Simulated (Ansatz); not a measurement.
Worked example: relaxation of the atoms of AlAu (P4mm, 2 atoms in the cell) in Ansatz (a first-principles code).

Computed with LDA (PW92), default PAW files made with PBE (plane waves; Ansatz).

The change in words: one atom moved by 0.15 angstrom; relax: default → atoms; relax.f_tol: default → 0.2 eV/Å. Reference geometry:
```
CELL_PARAMETERS angstrom
      3.21427     0.00000     0.00000
      0.00000     3.21427     0.00000
      0.00000     0.00000     3.21427
ATOMIC_POSITIONS crystal
  Al 0.00000 0.00000 0.00000
  Au 0.50000 0.50000 0.50000
```

Reference input (self-consistent single point, DFT, LDA (PW92), plane waves, default PAW files made with PBE): basis.ecutwfc = 420 eV; kpoints.mp_grid.grid = 10 10 10; hamiltonian.xc = lda; hamiltonian.pseudopotentials = {kind: paw} (the program's default PAW files); scf.occupations.method = gaussian; scf.occupations.width = 0.1 eV. This run's input differs from it in these lines:

```diff
@@ -7,3 +7,3 @@
   atoms:
-    - { symbol: Al, position: [0.000000, 0.000000, 0.000000] }
+    - { symbol: Al, position: [0.000000, 0.000000, 0.046667] }
     - { symbol: Au, position: [0.500000, 0.500000, 0.500000] }
@@ -18,2 +18,4 @@
   occupations: { method: gaussian, width: 0.1 }
+relax:
+  f_tol: 0.2
 output:
```

Output (repeated stretches shortened):

```
   [... SCF lines of the steps left out ...]
relax step   1: F+E_penalty+E_count = -13378.37178246 eV  Δ(F+E_penalty+E_count) = +0.000e0 eV  max|allowed force component| = 1.876e-1 eV/Å  Δτ_max = 0.0000 Å  (6 SCF iters, dr2 threshold 1.00e-4 eV, accepted)
relax step   2: F+E_penalty+E_count = -13378.37178247 eV  Δ(F+E_penalty+E_count) = -4.404e-9 eV  max|allowed force component| = 1.877e-1 eV/Å  Δτ_max = 0.0000 Å  (2 SCF iters, accepted)
the relaxation is at rest under the 8 symmetry operations that the run kept from its start: a minimum is not shown …
Stability not checked: this state was not tested for a lower state beside it, because too few of the mixer's solves of this state at the end of the SCF gave a …
Free energy (F): -13378.371782 eV
Internal energy: -13378.366650 eV  (E = F + TS)
E sigma→0 (E₀):  -13378.369216 eV
Entropy (-TS):   -0.005132 eV (-2.566 meV/atom)
Fermi energy:    15.062600 eV
--- Forces (eV/Å), atoms counted from 1 ---
  atom   1  Al     0.00000000     0.00000000    -0.18765602
   [... lines left out ...]
  P = ⅓ Tr σ = -6.3221 GPa (-63.221 kbar)
  The stress holds the Pulay correction. Without it, at fixed plane waves, as pw.x and ABINIT print it: P = -6.3683 GPa
--- Relaxed structure (2 steps of the walk, 2 accepted, 0 SCFs on fresh bases) ---
  F+E_penalty+E_count = -13378.37178247 eV   max|allowed force component| = 1.877e-1 eV/Å
  atoms:
    - { symbol: Al, position: [0.0, 0.0, 0.046667] }
    - { symbol: Au, position: [0.5, 0.5, 0.5] }
```

The run converged.  The full log also holds: “iter 5 did not close the SCF: its close was put off for the readings that it lacked (scf_convergence_deferred on its scf_iter line)”.

Summary of the result:
| Property | Result |
|---|---|
| Free energy E − TS (on the zero of these files) | -13378.3718 eV |
| Fermi level (on the code's own zero) | 15.06 eV |
| Pressure | -6.32 GPa |
| Largest force (vector length) | 0.188 eV/Å |
| Relaxation steps | 2 |

The starting cell comes from a database of computed structures (which also holds hypothetical and non-ambient phases and stackings), without a prior relaxation at this level. Its lattice was rescaled by up to half a per cent. For this run, on top of that: one atom moved by 0.15 angstrom. The relaxation keeps the symmetry of its start, so its end need not be a minimum. Ansatz's pressure includes its estimate of the finite-basis (Pulay) stress.

Keys are those of Ansatz 0.2.
